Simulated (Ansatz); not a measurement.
Take TiC in the rock salt structure (space group Fm-3m, No. 225; a = 4.333 Å) as the base.

The values are results of PBE, PAW, 420 eV (Ansatz, an electronic-structure program; scalar-relativistic without spin-orbit coupling), not measurements.

One change was made to it. Results:

The density goes up by 0.39 g/cm³, from 4.89 g/cm³ to 5.28 g/cm³; the shortest interatomic distance drops by 0.055 Å (2.167 Å → 2.112 Å).

Task: What was done to the base?
A) pressure −2 GPa
B) pressure −1 GPa
C) pressure 22.5 GPa
D) pressure 9 GPa
E) pressure 4.5 GPa

Result: C, pressure 22.5 GPa. For comparison, the density in the other runs: pressure −1 GPa gives 4.87 g/cm³; pressure 9 GPa gives 5.06 g/cm³; pressure 4.5 GPa gives 4.97 g/cm³; pressure −2 GPa gives 4.85 g/cm³.

Load acts through the strain it causes; cell and atoms are relaxed under it. Stability against distortions was not tested. No other phases were tried under pressure. The final runs are not spin-polarised.
